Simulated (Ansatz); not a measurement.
Start from SiC (space group P6_3mc, No. 186; a = 3.094 Å, c = 10.129 Å). Axes: x lies along a and z along c of the hexagonal cell.

All numbers come from PBE (Ansatz, a quantum-chemistry and plane-wave program; PAW; 420 eV plane waves; no spin-orbit coupling).

Now apply this change: uniaxial strain ε_zz = −2.25 %, all other strain components held at zero, atoms relaxed at fixed cell.

Task: Predict the stress tensor and what it implies for the stiffness.

Result: Stress of the strained cell less that of the base (GPa, compression positive):
```
   1.34    0.00    0.00
   0.00    1.34    0.00
   0.00    0.00   12.52
```

Then −Δσ_ii/ε with ε = -0.0225 gives secant stiffness values (nonlinear terms included at this strain): C33 ≈ 557 GPa, C13 ≈ 60 GPa and C23 ≈ 60 GPa.

As a check, the harmonic strain energy −½ V₀ Δσ:ε is 9.2 meV/atom; the computed energy rise is 9.1 meV/atom.

No phonon test of stability was made.
